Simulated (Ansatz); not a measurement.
A computed series for hypothetical Pm-3n GaN: pressure series

The reference is GaN (space group Pm-3n, No. 223; a hypothetical phase, not in the database extracts checked).

```
CELL_PARAMETERS angstrom
      5.57136     0.00000     0.00000
      0.00000     5.57136     0.00000
      0.00000     0.00000     5.57136
ATOMIC_POSITIONS crystal
  Ga 0.25000 0.00000 0.50000
  Ga 0.75000 0.00000 0.50000
  Ga 0.50000 0.75000 0.00000
  Ga 0.50000 0.25000 0.00000
  Ga 0.00000 0.50000 0.75000
  Ga 0.00000 0.50000 0.25000
  N  0.25000 0.50000 0.00000
  N  0.75000 0.50000 0.00000
  N  0.00000 0.75000 0.50000
  N  0.00000 0.25000 0.50000
  N  0.50000 0.00000 0.75000
  N  0.50000 0.00000 0.25000
```

Cell and atoms are relaxed at each pressure.

Computed with PBE (Ansatz, a first-principles code, PAW, scalar-relativistic without spin-orbit coupling).

```json
[
 {"pressure (GPa)": "-2", "volume per atom (Å³/atom)": "14.631"},
 {"pressure (GPa)": "-1", "volume per atom (Å³/atom)": "14.519"},
 {"pressure (GPa)": "0", "volume per atom (Å³/atom)": "14.411"},
 {"pressure (GPa)": "0.3", "volume per atom (Å³/atom)": "14.381"},
 {"pressure (GPa)": "0.7", "volume per atom (Å³/atom)": "14.340"},
 {"pressure (GPa)": "3", "volume per atom (Å³/atom)": "?"},
 {"pressure (GPa)": "5", "volume per atom (Å³/atom)": "13.933"},
 {"pressure (GPa)": "7.5", "volume per atom (Å³/atom)": "13.722"},
 {"pressure (GPa)": "10", "volume per atom (Å³/atom)": "13.527"}
]
```

Problem. Fit the third-order Birch–Murnaghan form P(V) = (3B₀/2)[(V₀/V)^(7/3) − (V₀/V)^(5/3)]·[1 + (3/4)(B₀′ − 4)((V₀/V)^(2/3) − 1)] (squares taken in P) to the rows shown and predict the withheld row.

Solution. Least squares on the printed values gives V₀ = 14.412 Å³/atom, B₀ = 137 GPa, B₀′ = 4.4; this predicts 14.114 Å³/atom, and the run gives 14.114 Å³/atom, in agreement.

Load acts through the strain it causes; cell and atoms are relaxed under it. No phonon test of stability was made. No other phases were tried under pressure.
